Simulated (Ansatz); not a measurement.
An Ansatz (a program for electronic structure) run: AlN with a change (biaxial strain −1.25 %, plane normal [111], relaxed out of plane); plane-wave PAW DFT at the LDA level (Ansatz, 420 eV), no SOC.

Input:

Ansatz 0.2 input:
```yaml
crystal:
  lattice:
    - [3.0320657969, 0, 0]
    - [1.5160328985, 2.6258460061, 0]
    - [1.5160328985, -0.875282002, 2.5226777745]
  atoms:
    - { symbol: Al, position: [0, 0, 0] }
    - { symbol: N, position: [0.5, 0.25, 0.75] }
basis: { ecutwfc: 420, ecutrho_ratio: 4, xc_grid: 2, fft_grid_basis: typed }
kpoints: { mp_grid: { grid: [13, 13, 13] } }
hamiltonian:
  xc: lda
  dispersion: none
  pseudopotentials: { kind: paw }
scf: { occupations: { method: fermi_dirac, width: 0.05 } }
relax: { f_tol: 0.005, max_steps: 50, cell: { stress_tol: 0.01, fix: [a, b, gamma] } }
output: { forces: true, stress: true }
checkpoint: { write: state.ck, write_every: 1000 }
```

Output (explanatory and most iteration lines left out):

```
Relaxation: its limit of steps is 50 (relax.max_steps)
Pseudopotential: Al, paw, valence charge 3
Pseudopotential: N, paw, valence charge 5
Crystal: 2 atoms, lattice volume = 20.085 Å³
Basis set: ecut = 420 eV, 399 PW (Γ), exchange–correlation on 48×48×48 points (8 copies of the dense FFT grid, shifted against one another)
Bands: 8, of which v1, the nominal top of the filled ones, is band 4 counted from 1 (3 counted from 0)
Symmetry: 6 space group operations
Space group: R3m (ITA 160), of the structure as read, at distance tolerance 2.7e-5 Å
k-points: 231 of 2197 (time reversal used)
Functional: x = slater, c = lda
SCF iter   1: F=—  HF=-889.805557 eV  |F-HF|=—  |Δ(HF+E_count)|=         —  Δρ=9.00e-3  dr2=1.82e-2  ethr=1.77e-3  ⟨swp⟩=4.8  Hψ=13656  notcnv=0
SCF iter   2: F=—  HF=-889.800671 eV  |F-HF|=—  |Δ(HF+E_count)|=   4.89e-3  Δρ=4.74e-3  dr2=2.42e-3  ethr=2.27e-4  ⟨swp⟩=2.4  Hψ=4872  notcnv=0
SCF 1 converged in 6 iterations: F = -889.799791 eV  dr2 = 5.34e-11
relax step   1: F+E_penalty+E_count = -889.79979052 eV  Δ(F+E_penalty+E_count) = +0.000e0 eV  max|allowed force component| = 2.073e-1 eV/Å  Δτ_max = 0.0000 Å  P = +4.230 GPa  Ω = 20.085 Å³  fix = [a, b, gamma]  reactions: a +7.262, b +7.262 GPa  (6 SCF iters, dr2 threshold 1.00e-7 eV, accepted)
[... steps on the carried basis left out ...]
relax step   6: F+E_penalty+E_count = -889.80132745 eV  Δ(F+E_penalty+E_count) = -3.310e-6 eV  max|allowed force component| = 1.414e-5 eV/Å  Δτ_max = 0.0000 Å  P = +4.481 GPa  Ω = 20.054 Å³  energy of the carried Pulay correction = +3.263e-6 eV  fix = [a, b, gamma]  reactions: a +6.722, b +6.722 GPa  (3 SCF iters, dr2 threshold 9.02e-10 eV, accepted)
Crystal: 2 atoms, lattice volume = 20.054 Å³
SCF iter   1: F=—  HF=-889.801317 eV  |F-HF|=—  |Δ(HF+E_count)|=         —  Δρ=1.95e-6  dr2=3.11e-10  ethr=5.87e-8  ⟨swp⟩=2.9  Hψ=18722  notcnv=0
SCF iter   2: F=—  HF=-889.801318 eV  |F-HF|=—  |Δ(HF+E_count)|=   7.70e-7  Δρ=8.43e-7  dr2=6.25e-11  ethr=3.89e-12  ⟨swp⟩=2.5  Hψ=2857  notcnv=0
SCF 7 converged in 4 iterations: F = -889.801318 eV  dr2 = 4.23e-13
SCF converged after 4 iterations
Free energy (F): -889.801318 eV
Internal energy: -889.801318 eV  (E = F + TS)
E sigma→0 (E₀):  -889.801318 eV
Fermi energy:    8.815021 eV
--- Forces (eV/Å), atoms counted from 1 ---
  atom   1  Al     0.00000000     0.00000000     0.00001311
  atom   2  N     -0.00000000    -0.00000000    -0.00001308
--- Stress (GPa, compression-positive) ---
        6.722249       0.000000      -0.000000
        0.000000       6.722249      -0.000000
       -0.000000      -0.000000      -0.000732
  P = ⅓ Tr σ = 4.4813 GPa (44.813 kbar)
--- Relaxed structure (5 steps of the walk, 5 accepted, 2 SCFs on fresh bases) ---
  cell:  # Å, volume = 20.0536 Å³
    - [3.032065796922339, -2.886766061067129e-11, -4.0064320952132494e-11]
    - [1.5160328984861693, 2.6258460060662205, -3.738040432533879e-11]
    - [1.5160328984861173, -0.8752820020246778, 2.518746799489947]
  atoms:
    - { symbol: Al, position: [-0.0016950869231994571, 0.0008475434615997286, 0.0025426303847991857] }
    - { symbol: N, position: [0.5016950869231993, 0.24915245653840035, 0.7474573696152008] }
```

Stability against distortions was not tested. The cell was made from AlN in the zinc blende structure (space group F-43m, No. 216) by this change: biaxial strain −1.25 %, plane normal [111], relaxed out of plane. This is not the structure that AlN has at room temperature and ambient pressure.
